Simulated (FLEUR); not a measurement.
Band structure of LaCu2Ge2 (I4/mmm, 5 atoms in the cell).

```
CELL_PARAMETERS angstrom
     -2.11040     2.11040     5.06618
      2.11040    -2.11040     5.06618
      2.11040     2.11040    -5.06618
ATOMIC_POSITIONS crystal
  La 0.00000 0.00000 0.00000
  Cu 0.25000 0.75000 0.50000
  Cu 0.75000 0.25000 0.50000
  Ge 0.62606 0.62606 0.00000
  Ge 0.37394 0.37394 0.00000
```

Method: LDA (Perdew-Zunger), all-electron FLAPW (FLEUR), scalar-relativistic valence.

Settings: Kmax = 3.8 1/bohr; GmaxXC = 15.2 1/bohr; xcFunctional = pz; jspins = 1; l_soc = F; mode = hist; fermiSmearingEnergy = 0.00183747 Htr; mesh (inpgen div1-3) = 7 7 7; inpgen gamma flag = false; Gmax = 15.2 1/bohr; numbands = 0; maxIterBroyd = 15; imix = Anderson; alpha = 0.05.

The starting cell comes from a database of computed structures (which also holds hypothetical and non-ambient phases and stackings), without a prior relaxation at this level. Spin polarisation is off. Values depend on the basis (sphere radii, cutoffs, local orbitals), which need not be converged.

Levels in eV from the Fermi level, bands 28 to 35:
| point | 28 | 29 | 30 | 31 | 32 | 33 | 34 | 35 |
|---|---|---|---|---|---|---|---|---|
| Γ | -1.84 | -1.84 | -0.53 | 0.70 | 0.70 | 1.22 | 2.25 | 2.33 |
| X | -2.08 | -2.03 | -1.82 | -1.26 | 1.58 | 1.98 | 2.14 | 2.26 |
| Y | -2.03 | -1.89 | -1.57 | -1.45 | 1.54 | 1.96 | 2.12 | 2.23 |
| S | -1.09 | -1.07 | -0.88 | 1.16 | 1.54 | 1.84 | 2.02 | 2.18 |
| Z | -1.48 | -0.49 | 0.23 | 1.32 | 1.83 | 1.83 | 1.92 | 1.92 |
| S1 | -1.09 | -1.07 | -0.88 | 1.16 | 1.54 | 1.84 | 2.02 | 2.18 |
| N | -2.42 | -1.05 | 0.30 | 0.61 | 0.87 | 1.96 | 2.11 | 2.23 |
| P | -2.07 | -2.07 | -1.51 | -1.51 | 0.90 | 2.06 | 2.06 | 2.26 |
| Y1 | -2.03 | -1.89 | -1.57 | -1.45 | 1.54 | 1.96 | 2.12 | 2.23 |
